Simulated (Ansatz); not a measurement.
# Relaxation of cell and atoms of CaZrTlF7 (Cmcm, 20 atoms in the cell) at several settings

```
CaZrTlF7
1.0
    3.50377    -5.66776     0.00000
    3.50377     5.66776     0.00000
    0.00000     0.00000     8.65100
Ca Zr Tl F
2 2 2 14
Direct
  0.30876   0.69124   0.75000
  0.69124   0.30876   0.25000
  0.69263   0.30737   0.75000
  0.30737   0.69263   0.25000
  0.00000   0.00000   0.50000
  0.00000   0.00000   0.00000
  0.93537   0.65145   0.75000
  0.06463   0.34855   0.25000
  0.65145   0.93537   0.25000
  0.34855   0.06463   0.75000
  0.70106   0.29894   0.51323
  0.29894   0.70106   0.48677
  0.29894   0.70106   0.01323
  0.70106   0.29894   0.98677
  0.51023   0.48977   0.75000
  0.48977   0.51023   0.25000
  0.02252   0.32832   0.75000
  0.97748   0.67168   0.25000
  0.32832   0.02252   0.25000
  0.67168   0.97748   0.75000
```

Base: Ansatz (a quantum-chemistry and plane-wave program) with PBEsol, default PAW files made with PBE. Its settings: kpoints.mp_grid.grid = 4 4 3; kpoints.mp_grid.shift = 0.5 0.5 0.5; hamiltonian.xc = pbesol; hamiltonian.pseudopotentials = {kind: paw} (the program's default PAW files); scf.occupations.method = fixed. Starting volume 17.18 Å³ per atom.

Each line gives the change from the base single point and the result:

- relax: default → cell and atoms: pressure -0.02 GPa; final cell a = 6.5247 Å, b = 6.5247 Å, c = 8.5065 Å, α = 90.00°, β = 90.00°, γ = 116.32°; final volume per atom 16.23 Å³; relaxation steps 11; free energy against the base single point -12.1 meV/atom.
- hamiltonian.dispersion: default → d3bj; relax: default → cell and atoms [DFT, PBEsol-D3BJ, plane waves, default PAW files made with PBE]: pressure -0.01 GPa; largest force (vector length) 0.002 eV/Å; final cell a = 6.5330 Å, b = 6.5330 Å, c = 8.4900 Å, α = 90.00°, β = 90.00°, γ = 116.84°; final volume per atom 16.17 Å³; relaxation steps 10.

The starting cell comes from a database of computed structures (which also holds hypothetical and non-ambient phases and stackings), without a prior relaxation at this level. Ansatz's pressure includes its estimate of the finite-basis (Pulay) stress.

Left out of this page: 1 run of the series outside the window shown, repeating another row's setting, or not comparable.

Keys are those of Ansatz 0.2.
